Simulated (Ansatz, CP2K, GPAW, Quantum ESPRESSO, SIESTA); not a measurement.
**Y2Ge3 (P1, 5 atoms in the cell) computed with different codes at matched settings**

Self-consistent single point, at a second geometry (atoms moved at random). First geometry:

```xyz
5
Lattice="4.3924 0.0000 0.0000 -2.1962 3.8040 0.0000 0.0000 0.0000 7.1073" Properties=species:S:1:pos:R:3 pbc="T T T"
Y      0.0000     0.0000     5.1878
Y      0.0000     0.0000     1.9195
Ge     0.0000     2.5360     0.0000
Ge     2.1962     1.2680     3.5536
Ge     2.1962     1.2680     0.0000
```

Second geometry:
```yaml
crystal:
  lattice:
    - [4.39243, 0.00000, 0.00000]
    - [-2.19622, 3.80396, 0.00000]
    - [0.00000, 0.00000, 7.10729]
  atoms:
    - { symbol: Y, position: [0.99159, 0.00636, 0.73645] }
    - { symbol: Y, position: [0.00696, 0.00393, 0.27225] }
    - { symbol: Ge, position: [0.33381, 0.67119, 0.99440] }
    - { symbol: Ge, position: [0.68568, 0.34051, 0.49451] }
    - { symbol: Ge, position: [0.64863, 0.31135, 0.00239] }
```

Shared settings, as Ansatz (a first-principles code) writes them: kpoints.mp_grid.grid = 7 7 4; scf.occupations.method = fermi_dirac; scf.occupations.width = 0.0073 Ry. Potentials and cutoffs stand in the table.

```csv
code,model,ΔF from the first geometry (meV/atom),pressure (GPa),largest force (eV/Å),cutoff
Quantum ESPRESSO,"PBEsol, PSlibrary PAW (PBE) pseudopotentials",12.4,-2.15,0.714,45 Ry
SIESTA,"GGA PBEsol, numerical atomic orbitals DZP, PseudoDojo PBEsol standard norm-conserving potentials (rewritten from UPF to PSML)",15.1,-2.02,0.865,grid 400 Ry
Ansatz,"PBEsol, PAW files made with PBE",12.1,-2.31,0.688,default
CP2K,"PBEsol, GPW, DZVP-MOLOPT-SR-GTH basis, GTH-PBE potentials (GTH_POTENTIALS)",12.9,-0.34,0.722,grid 500 Ry
GPAW,"PBEsol, GPAW PAW datasets PBEsol (made by gpaw-setup)",12.3,-2.32,0.714,600 eV
```

Size of the force on each atom (eV/Å): Sizes of forces hide their directions.

| code | Y1 | Y2 | Ge3 | Ge4 | Ge5 |
|---|---|---|---|---|---|
| Quantum ESPRESSO | 0.311 | 0.295 | 0.538 | 0.369 | 0.714 |
| SIESTA | 0.388 | 0.277 | 0.650 | 0.428 | 0.865 |
| Ansatz | 0.309 | 0.281 | 0.517 | 0.363 | 0.688 |
| CP2K | 0.344 | 0.280 | 0.537 | 0.388 | 0.722 |
| GPAW | 0.305 | 0.288 | 0.543 | 0.363 | 0.714 |

The spread over the programs that give each value: ΔF from the first geometry within 3.0 meV/atom; pressure within 1.98 GPa; largest force within 0.177 eV/Å.

SIESTA and CP2K use small atom-centred bases, whose incompleteness enters pressures, forces and empty levels differently from a plane-wave cutoff. Ansatz's pressure is given at a fixed set of plane waves, as the other plane-wave codes print theirs. In the pressure, CP2K (by 1.98) lies more than 1 GPa from the median of the plane-wave programs. In the force vectors, SIESTA (by 0.152) lies more than 0.08 eV/Å from the median of the plane-wave programs.

The starting cell comes from a database of computed structures (which also holds hypothetical and non-ambient phases and stackings), without a prior relaxation at this level. For this run, on top of that: atoms moved at random.

Keys are those of Ansatz 0.2.
